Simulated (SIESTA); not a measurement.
SIESTA run on BaTe (Fm-3m, 2 atoms in the cell): self-consistent single point.

Method: SIESTA with GGA PBE, numerical atomic orbitals TZP, PseudoDojo PBE standard norm-conserving potentials (rewritten from UPF to PSML).

```
BaTe
1.0
    0.00000     3.50000     3.50000
    3.50000     0.00000     3.50000
    3.50000     3.50000     0.00000
Ba Te
1 1
Direct
  0.00000   0.00000   0.00000
  0.50000   0.50000   0.50000
```

Reference input (self-consistent single point, DFT, GGA PBE, numerical atomic orbitals TZP, PseudoDojo PBE standard norm-conserving potentials (rewritten from UPF to PSML)): XC.functional = GGA; XC.authors = PBE; potentials = PseudoDojo PBE standard; PAO.BasisSize = TZP; PAO.EnergyShift = 0.01 Ry; MeshCutoff = 350 Ry; kgrid.MonkhorstPack = 8 8 8; OccupationFunction = FD; ElectronicTemperature = 10 meV; MaxSCFIterations = 150; SCF.Mixer.Method = Pulay; SCF.Mixer.Weight = 0.25. This run's input differs from it in these lines:

```diff
@@ -28,5 +28,5 @@
 %block kgrid.MonkhorstPack
-    8   0   0  0.0
-    0   8   0  0.0
-    0   0   8  0.0
+    4   0   0  0.0
+    0   4   0  0.0
+    0   0   4  0.0
 %endblock kgrid.MonkhorstPack
```

The program printed (abridged):

```
        iscf     Eharris(eV)        E_KS(eV)     FreeEng(eV)     dDmax    Ef(eV) dHmax(eV)
   scf:    1    -3614.247450    -3613.766511    -3613.766511  1.016636 -3.017191  2.275529
   scf:    2    -3613.947640    -3613.861545    -3613.861545  0.046022 -2.990383  1.468253
   scf:    3    -3613.956859    -3613.915492    -3613.915492  0.051275 -3.117093  0.464661
   scf:    4    -3613.923557    -3613.919931    -3613.919931  0.021583 -3.476296  0.041056
   scf:    5    -3613.919946    -3613.919939    -3613.919939  0.000375 -3.475500  0.036007
   scf:    6    -3613.920002    -3613.919973    -3613.919973  0.006276 -3.482644  0.009897
   scf:    7    -3613.919977    -3613.919975    -3613.919975  0.000499 -3.483546  0.000091
mix: Pulay -- inversion failed, > SVD [rank/size] 5 / 6
   scf:    8    -3613.919975    -3613.919975    -3613.919975  0.000030 -3.483472  0.000348
SCF Convergence by DM+H criterion
max |DM_out - DM_in|         :     0.0000304249
max |H_out - H_in|      (eV) :     0.0003477044
SCF cycle converged after 8 iterations

Using DM_out to compute the final energy and forces

siesta: E_KS(eV) =            -3613.9200

siesta: E_KS - E_eggbox =     -3613.9200

siesta: Atomic forces (eV/Ang):
     1   -0.000000    0.000000   -0.000000
     2   -0.000000   -0.000000    0.000000
   Tot   -0.000000   -0.000000   -0.000000
   Max    0.000000
   Res    0.000000    sqrt( Sum f_i^2 / 3N )
   Max    0.000000    constrained

Stress tensor Voigt[x,y,z,yz,xz,xy] (kbar):      -14.28      -14.28      -14.28       -0.21       -0.21       -0.21
(Free)E + p*V (eV/cell)    -3613.1559
Target enthalpy (eV/cell)    -3613.9200

siesta: Program's energy decomposition (eV):
siesta: FreeEng =     -3613.919975

   [... lines left out ...]
siesta:    -0.008910   -0.000131   -0.000131
siesta:    -0.000131   -0.008910   -0.000131
siesta:    -0.000131   -0.000131   -0.008910

siesta: Cell volume =         85.750000 Ang**3

siesta: Pressure (static):
siesta:                Solid            Molecule  Units
siesta:           0.00009704          0.00009704  Ry/Bohr**3
siesta:           0.00890998          0.00890998  eV/Ang**3
siesta:          14.27536606         14.27536606  kBar
```

The run converged in 8 iterations. Against the reference run the free energy goes up by 4.9 meV/atom, the pressure moves little (1.37 to 1.43 GPa) and the gap on the mesh moves little (2.629 to 2.625 eV).

The starting cell has typed, rounded lattice constants, without a prior relaxation at this level. Spin-orbit coupling is off. Values carry the incompleteness of an atom-centred basis. The basis of the alkali or alkaline-earth atoms may lack their empty d shell, which can raise the gap.
